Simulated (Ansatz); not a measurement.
Ga vacancy + O on the N site (V_Ga+O_N) in wurtzite GaN (the name describes the start): one set of geometries, relaxed with PBE, evaluated in Ansatz (PAW, plane waves to 420 eV, 500 eV under r2SCAN) with PBE, r2SCAN.

Details: 192-site cell; 2×2×2 shifted k-points; start: the Ga site; N 1.98 Å away, along c; charged states image-corrected; finite-size errors of tenths of an eV; relaxed from one start, so a lower configuration may exist; flagged in the runs: a host whose relaxation on this sampling wasn't shown to rest, host ions not shown at rest.

| quantity | PBE | r2SCAN |
|---|---|---|
| host gap (eV) | 1.71 | 2.11 |
| ε(+1/0) above the VBM (eV) | not bound | 0.27 |
| ε(0/−1) above the VBM (eV) | 0.75 | 1.02 |
| neutral formation energy against alpha gallium, N2 molecule in a box, O2 molecule in a box (eV) | 2.82 | 3.19 |
| largest moment on one atom at charge 0 (μB) | 0.40 | 0.45 |
| largest moment on one atom at charge −1 (μB) | 0.22 | 0.26 |

PBE narrows the gap by 0.40 eV against r2SCAN, the highest level run, and puts the level shown 0.27 eV lower above the valence-band maximum (from the rounded values).

"Not bound" means that the carrier spreads over host band states in this cell; a shallow level, bound over tens of ångströms, can't be resolved here.

PBE loses the bound state where r2SCAN keeps it: ε(+1/0) above the VBM (eV).

Ansatz is a first-principles code.
